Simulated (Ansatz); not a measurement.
Consider Co in the hcp (Mg type) structure (space group P6_3/mmc, No. 194; ferromagnetic).

```
CELL_PARAMETERS angstrom
      2.49392     0.00000     0.00000
     -1.24696     2.15980     0.00000
      0.00000     0.00000     4.03185
ATOMIC_POSITIONS crystal
  Co 0.33333 0.66667 0.75000
  Co 0.66667 0.33333 0.25000
```

Level of theory: Ansatz (a program for electronic structure), PBE, PAW, cutoff 420 eV, without spin-orbit coupling.

Before the change:

- Lattice parameter a: 2.494 Å
- Magnetic state: ferromagnetic

Now apply this change: hydrostatic tension (pressure −2 GPa).

Q: Estimate the effect on the lattice parameter a.

A: The lattice parameter a rises by 0.008 Å to 2.502 Å.

Q: Estimate the effect on the magnetic state.

A: The magnetic state stays ferromagnetic.

The magnetic state is the one reached from the starting moments; the real material's order can differ, and small cells can't hold many antiferromagnetic ones. Load acts through the strain it causes; cell and atoms are relaxed under it. Whether these cells are dynamically stable was not tested.
